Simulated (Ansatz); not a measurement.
The starting structures come from a database of crystals and need not be the phases stable at ambient conditions.

Tunnelling through a barrier is set by its complex band structure: the current falls as exp(−2κd) with the smallest κ.

Input:

```
ZnS
1.0
    3.88563     0.00000     0.00000
   -1.94282     3.36506     0.00000
    1.94282    -1.12169     3.11040
Zn S
1 1
Direct
  0.00000   0.00000   0.00000
  0.25000   0.75000   0.25000
```

The cell is strained (lengths across the current scaled by 1.02, ions clamped); by r2SCAN it stands under a pressure of -2.7 GPa.

Transport runs along the normal of the first two printed cell vectors, the (111) (indices of the unstrained crystal) plane of the conventional cell.

The gap is the functional's own, uncorrected, and κ follows it; spin-orbit coupling is left out. Mid-gap means the computed energy nearest the middle.

Q: State the band gap and the smallest decay constant κ at mid-gap according to Ansatz (a first-principles code) with r2SCAN.

A: Gap 2.48 eV on a 10×10×10 mesh; κ = 0.168 1/Å, at the zone centre.
